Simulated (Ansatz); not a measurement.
Consider BN in the wurtzite structure (space group P6_3mc, No. 186; a = 2.555 Å, c = 4.225 Å). Axes: x lies along a and z along c of the hexagonal cell.

The values are results of PBE, PAW, 420 eV (Ansatz, a quantum-chemistry and plane-wave program; no SOC), not measurements.

Perturbation: an isotropic linear strain of −2.40 %; the atoms relax in the strained cell.

Problem. Predict the stress tensor and what it implies for the stiffness.

Solution. Stress of the strained cell less that of the base (GPa, compression positive):
```
  30.73    0.00    0.00
   0.00   30.73    0.00
   0.00    0.00   31.35
```

Then B = −ΔP/(ΔV/V₀) with ΔV/V₀ = -0.0703 gives secant stiffness values (nonlinear terms included at this strain): B (at held cell shape, above the free-shape value) ≈ 440 GPa.

As a check, the harmonic strain energy −½ V₀ Δσ:ε is 41 meV/atom; the computed energy rise is 38 meV/atom.

Whether these cells are dynamically stable was not tested.
